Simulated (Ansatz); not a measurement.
Seebeck coefficient (μV/K, mean over directions) of n-type AlN (P6_3mc) against carrier density, Ansatz (a quantum-chemistry and plane-wave program) with HSE06, rigid bands. Computed gap 5.54 eV; densities at which minority carriers matter at this gap, or further valleys turn the trend, are left out. Conductivity mass 0.31 mₑ (harmonic mean over directions), N_c = 4.2e18 cm⁻³ at 300 K.

```tsv
electron density	300 K	500 K
1e16 cm⁻³	-736	-803
1e17 cm⁻³	-537	-604
1e18 cm⁻³	-341	-407
3e18 cm⁻³	-250	-314
1e19 cm⁻³	(withheld)	-216
3e19 cm⁻³	(withheld)	-136
1e20 cm⁻³	-43	(withheld)
3e20 cm⁻³	-22	-37
```

**Question.** Complete the blanks.

**Answer.** 
- 1e19 cm⁻³, 300 K: -157
- 3e19 cm⁻³, 300 K: -90
- 1e20 cm⁻³, 500 K: -71

Rigid bands with a gap fixed in temperature, one relaxation time for all states, no polarons or phonon drag, and whether or not such doping can be reached. Spin-orbit coupling is left out. Geometry: cell and atoms relaxed with PBEsol.
